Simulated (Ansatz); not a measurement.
Results of r²SCAN (PAW; Ansatz, a first-principles code) for α-phase CO.

Settings: plane-wave cutoff 560 eV, 6×6×6 k mesh, Fermi–Dirac smearing 0.01 eV, scalar-relativistic PAW data made under PBE.

Cell (relaxed at this level):

```yaml
crystal:
  lattice:
    - [5.70976, 0.00000, 0.00000]
    - [0.00000, 5.70976, 0.00000]
    - [0.00000, 0.00000, 5.70976]
  atoms:
    - { symbol: C, position: [0.96584, 0.96584, 0.96584] }
    - { symbol: C, position: [0.46584, 0.53416, 0.03416] }
    - { symbol: C, position: [0.03416, 0.46584, 0.53416] }
    - { symbol: C, position: [0.53416, 0.03416, 0.46584] }
    - { symbol: O, position: [0.07973, 0.07973, 0.07973] }
    - { symbol: O, position: [0.57973, 0.42027, 0.92027] }
    - { symbol: O, position: [0.92027, 0.57973, 0.42027] }
    - { symbol: O, position: [0.42027, 0.92027, 0.57973] }
```

Predict the bulk modulus, band gap and Γ–Γ gap.


- bulk modulus: 1.90 GPa
- band gap: 6.77 eV (direct)
- Γ–Γ gap: 7.04 eV

Note: the cell comes from a level without a dispersion term, which matters for the spacing of layers, chains or molecules.

It cost very roughly 13 core-minutes of CPU time.
